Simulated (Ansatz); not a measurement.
Take Ru in the hcp (Mg type) structure (space group P6_3/mmc, No. 194; relaxed with 0.1 eV smearing) as the base.

Ru has the hexagonal space group P6₃/mmc (No. 194), the hcp (Mg type) structure, Pearson symbol hP2. Lattice parameters: a = 2.6914 Å, b = 2.6914 Å, c = 4.2489 Å, α = 90.00°, β = 90.00°, γ = 120.00°. Ru on 2c sees 12 Ru at 2.632–2.691 Å (anticuboctahedral). (Neighbours: up to the widest gap in distance over summed covalent radii, below 1.35, at either atom.)

Computed with DFT with PBEsol, PAW potentials and a 420 eV plane-wave cutoff in Ansatz (a quantum-chemistry and plane-wave program), scalar-relativistic without spin-orbit coupling.

Strains are applied to the cell and any free atomic positions relax.

One change was made to it. Results:

```csv
quantity,base,after
"pressure (mean of the normal stresses, compression positive)",0.0 GPa,-17.8 GPa
energy relative to the base (free energy F),0 meV/atom,+48 meV/atom
```

Problem. Which of these changes matches the shifts?
(A) isotropic strain +2.00 %
(B) isotropic strain +2.50 %
(C) isotropic strain +1.50 %

Solution. A, isotropic strain +2.00 %. For comparison, the energy relative to the base in the other runs: isotropic strain +1.50 % gives +28 meV/atom; isotropic strain +2.50 % gives +74 meV/atom.

Stability against distortions was not tested. All final runs are without spin polarisation.
